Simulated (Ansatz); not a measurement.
Take CdSe in the zinc blende structure (space group F-43m, No. 216; a = 6.133 Å) as the base. Axes: x, y, z lie along the cube axes.

Method: Kohn–Sham DFT with the r2SCAN functional, run in Ansatz (a program for electronic structure) with PAW and 500 eV plane waves, no spin-orbit coupling.

Modification: tensile biaxial strain of 2.50 % in the plane normal to [111], as in epitaxy on a mismatched substrate; the out-of-plane cell vector and the atoms relax.

Question: What does the calculation give for the ratio −ε⊥/ε∥ and energy relative to the base after the change?

Answer: The ratio −ε⊥/ε∥ comes out as 0.88; the energy grows by 9.3 meV/atom.

Stability against distortions was not tested.
